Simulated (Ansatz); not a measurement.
The starting structures come from a database of crystals and need not be the phases stable at ambient conditions.

By PBEsol, the system below comes out a metal.

Data:

```yaml
crystal:
  lattice:
    - [3.81753, 0.00000, 0.00000]
    - [0.00000, 3.81753, 0.00000]
    - [1.90877, -1.90877, 1.90877]
  atoms:
    - { symbol: Sb, position: [0.00000, 0.00000, 0.00000] }
```

Space group of this cell: Im-3m, bcc (W type). The cell is strained (all lengths scaled by 1.02); by PBEsol its mean pressure is -4.1 GPa.

The current flows along the normal of the first two printed cell vectors, the (001) plane of the conventional cell. No spin-orbit coupling; the value is a mean over 0.1 eV about the Fermi level.

**Question.** Compute, with PBEsol (Ansatz, a quantum-chemistry and plane-wave program), the ballistic conductance per area.

**Answer.** 1.3 × 10¹⁵ S/m² for both spins.
